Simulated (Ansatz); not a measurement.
Take AlN in the wurtzite structure (space group P6_3mc, No. 186; a = 3.130 Å, c = 5.018 Å) as the base.

(Cell as relaxed with PBE.)

Levels (all Ansatz, a quantum-chemistry and plane-wave program, PAW): PBE (420 eV, no spin-orbit coupling); PBEsol (420 eV, without spin-orbit coupling).

Each level relaxes its own structure.

| base | PBE | PBEsol |
|---|---|---|
| volume per atom | 10.65 Å³ | 10.46 Å³ |
| lattice parameter a | 3.130 Å | 3.114 Å |
| band gap | 4.03 eV | 4.09 eV |

It is then changed as follows: every lattice vector is shortened by 2.01 %, atoms relaxed at fixed cell.

| quantity | PBE | PBEsol |
|---|---|---|
| valence-band top at Γ (three highest levels, from the VBM) | 0.00, -0.22, -0.22 eV | … |
| mean gap deformation potential ΔEg/Δln V | -8.7 eV | … |
| pressure (mean of the normal stresses, compression positive) | 13.26 GPa | … |
| shift of the gap caused by the change | +0.53 eV | … |

Given the PBE results, estimate those of PBEsol.


- valence-band top at Γ (three highest levels, from the VBM), PBEsol: 0.00, -0.25, -0.25 eV
- mean gap deformation potential ΔEg/Δln V, PBEsol: -8.8 eV
- pressure (mean of the normal stresses, compression positive), PBEsol: 13.77 GPa
- shift of the gap caused by the change, PBEsol: +0.53 eV

PBE's pressure lies 0.51 GPa below PBEsol's; the two agree on the shift of the gap caused by the change. Neither level is exact; PBEsol is the comparison here, not a measurement.

The cells carry an imposed strain or load. Whether these cells are dynamically stable was not tested.
